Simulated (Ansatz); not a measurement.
We look at the surface energy of the Si(111) slab with 2 F, the mean of its two faces, with the listed reservoirs for the atoms in excess. Reaction: 12 Si (diamond) + F2 (gas) → cell A.

Cell A: a slab of Si (diamond, Fd-3m) cut along (111), 14 atoms, hexagonal cell of 3.87 Å (13.0 Å²), symmetry P-3m1, 19.8 Å thick under 16 Å of vacuum, in-plane vectors held at the crystal's; planes from bottom to top: F | Si × 12 | F; added, foreign or displaced atoms, above the top plane and below the bottom plane: two times F bound to 1 Si at 1.62 Å; spin state with PBE: run without spin, k-point mesh 9×9×1.
```yaml
crystal:
  lattice:
    - [3.86787, 0.00000, 0.00000]
    - [-1.93393, 3.34967, 0.00000]
    - [0.00000, 0.00000, 35.83567]
  atoms:
    - { symbol: Si, position: [0.00000, 0.00000, 0.26960] }
    - { symbol: Si, position: [0.33333, 0.66667, 0.29074] }
    - { symbol: Si, position: [0.33333, 0.66667, 0.35688] }
    - { symbol: Si, position: [0.66667, 0.33333, 0.37889] }
    - { symbol: Si, position: [0.66667, 0.33333, 0.44495] }
    - { symbol: Si, position: [0.00000, 0.00000, 0.46696] }
    - { symbol: Si, position: [0.00000, 0.00000, 0.53304] }
    - { symbol: Si, position: [0.33333, 0.66667, 0.55505] }
    - { symbol: Si, position: [0.33333, 0.66667, 0.62111] }
    - { symbol: Si, position: [0.66667, 0.33333, 0.64312] }
    - { symbol: Si, position: [0.66667, 0.33333, 0.70926] }
    - { symbol: Si, position: [0.00000, 0.00000, 0.73040] }
    - { symbol: F, position: [0.00000, 0.00000, 0.77562] }
    - { symbol: F, position: [0.00000, 0.00000, 0.22438] }
```

Reference: Si (diamond, Fd-3m), 2 atoms in the cell, a perfect crystal on lattice vectors that match the other cells', k-point mesh 9×9×9 on the run's own vectors.

Reference: an isolated F2 molecule (singlet) in a box of 11 × 11 × 13 Å.

All numbers come from Ansatz (a first-principles code), plane waves with PAW, its default PAW set, cutoff 420 eV. The structures are at rest with PBE, within the held lattices; other levels are single points on them. HSE06 runs on coarser k-point meshes, mended by the PBE difference between the two meshes. Neutral cells; Fermi-Dirac smearing of at most 0.05 eV in the solids, energies taken to zero width. The lattices are those relaxed with PBE, so at other levels the solids can be strained, which adds to the spread. A dispersion term (D3(BJ), or D4 for r2SCAN) was computed beside these levels and is taken off wherever the name lacks it. Nuclei at rest; no vibrational terms. Cells are local rest points, mostly with their start's symmetry. Values are for these cell sizes. Cell A has symmetry P-3m1 and got no random move, so less symmetric positions, which may lie lower, weren't tried.

### Question
What is the computed value (PBE)?

### Answer
-4.31 J/m², for 12 Si (diamond) + F2 (gas) → cell A.

### Question
What do the other levels give, and how wide is the spread?

### Answer
```csv
Functional,value (J/m²),less PBE
HSE06,-4.47,-0.16
```

The levels span 0.16 J/m², from HSE06 (-4.47) to PBE (-4.31).
